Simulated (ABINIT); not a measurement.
Worked example: self-consistent single point of KMgF3 (Pm-3m, 5 atoms in the cell) in ABINIT.

Method: PBE, PAW (JTH v2.0 PBE PAW) (plane waves; ABINIT).

The change in words: lattice scaled by 0.98. Reference geometry:
```
CELL_PARAMETERS angstrom
      4.00234     0.00000     0.00000
      0.00000     4.00234     0.00000
      0.00000     0.00000     4.00234
ATOMIC_POSITIONS crystal
  K  0.50000 0.50000 0.50000
  Mg 0.00000 0.00000 0.00000
  F  0.00000 0.50000 0.00000
  F  0.50000 0.00000 0.00000
  F  0.00000 0.00000 0.50000
```

Reference input (self-consistent single point, DFT, PBE, plane waves, PAW (JTH v2.0 PBE PAW)): pseudos = [K.GGA_PBE-JTH.xml, Mg.GGA_PBE-JTH.xml, F.GGA_PBE-JTH.xml]; ecut = 48 Ry; pawecutdg = 96 Ry; occopt = 3; tsmear = 0.00073499 Ha; ngkpt = 4 4 4; nshiftk = 1; shiftk = 0 0 0; potentials = JTH v2.0 PBE PAW; nband = 27; kptopt = 1; nstep = 60. This run's input differs from it in these lines:

```diff
@@ -5,5 +5,5 @@
 rprim
-         4.0023410000    0.0000000000    0.0000000000
-         0.0000000000    4.0023410000    0.0000000000
-         0.0000000000    0.0000000000    4.0023410000
+         3.9222940000    0.0000000000    0.0000000000
+         0.0000000000    3.9222940000    0.0000000000
+         0.0000000000    0.0000000000    3.9222940000
 natom 5
```

Output (repeated stretches shortened):

```
--- !BeginCycle
solver: {iscf: 17, nstep: 60, nline: 4, wfoptalg: 10, }
tolerances: {tolvrs: 1.00E-11, }
...

     iter   Etot(hartree)      deltaE(h)  residm     nres2
 ETOT  1  -161.78583521869    -1.618E+02 1.306E+01 2.523E+01
 ETOT  2  -165.64721986567    -3.861E+00 2.674E-02 1.164E+01
 ETOT  3  -165.61610124294     3.112E-02 2.114E-02 3.303E+00
 ETOT  4  -165.61104105221     5.060E-03 2.371E-03 2.274E-01
 ETOT  5  -165.61075931320     2.817E-04 1.192E-03 1.920E-02
   [... 7 lines left out ...]
 ETOT 13  -165.61079413796     2.751E-11 4.721E-05 1.331E-09
 ETOT 14  -165.61079413796    -7.958E-13 1.735E-05 1.706E-10
 ETOT 15  -165.61079413796    -1.137E-12 1.655E-05 1.347E-11
 ETOT 16  -165.61079413796     0.000E+00 1.008E-05 1.692E-12
 At SCF step   16       nres2   =  1.69E-12 < tolvrs=  1.00E-11 =>converged.

 Cartesian components of stress tensor (hartree/bohr^3)
  sigma(1 1)= -2.73883778E-04  sigma(3 2)=  0.00000000E+00
  sigma(2 2)= -2.73883778E-04  sigma(3 1)=  0.00000000E+00
  sigma(3 3)= -2.73883778E-04  sigma(2 1)=  0.00000000E+00

 ----iterations are completed or convergence reached----

 reduced coordinates (array xred) for    5 atoms
       0.500000000000      0.500000000000      0.500000000000
       0.000000000000      0.000000000000      0.000000000000
       0.000000000000      0.500000000000      0.000000000000
       0.500000000000      0.000000000000      0.000000000000
       0.000000000000      0.000000000000      0.500000000000
 cartesian forces (eV/Angstrom) at end:
    1     -0.00000000000000    -0.00000000000000    -0.00000000000000
   [... lines left out ...]
 Fermi (or HOMO) energy (hartree) =   0.22701   Average Vxc (hartree)=  -0.35887
   [... lines left out ...]
'-kT*entropy'       :  1.25439888335810E-15
total_energy        : -1.65610793549598E+02
total_energy_eV     : -4.50649887463731E+03
...

-Cartesian components of stress tensor (GPa)         [Pressure=  8.0579E+00 GPa]
- sigma(1 1)= -8.05793760E+00  sigma(3 2)=  0.00000000E+00
- sigma(2 2)= -8.05793760E+00  sigma(3 1)=  0.00000000E+00
- sigma(3 3)= -8.05793760E+00  sigma(2 1)=  0.00000000E+00

 Calculation completed.
```

The run converged in 16 iterations. 

The starting cell comes from a database of computed structures (which also holds hypothetical and non-ambient phases and stackings), without a prior relaxation at this level. Its lattice was rescaled by a random factor within 2.5 % of one. For this run, on top of that: lattice scaled by 0.98. With a pressure of about 8 GPa the cell is away from its equilibrium volume at this level.

These are the values that this program gave, and no reference: the one-centre exchange-correlation terms come from a truncated expansion.

Cost on one core of a shared machine: roughly 40 s.
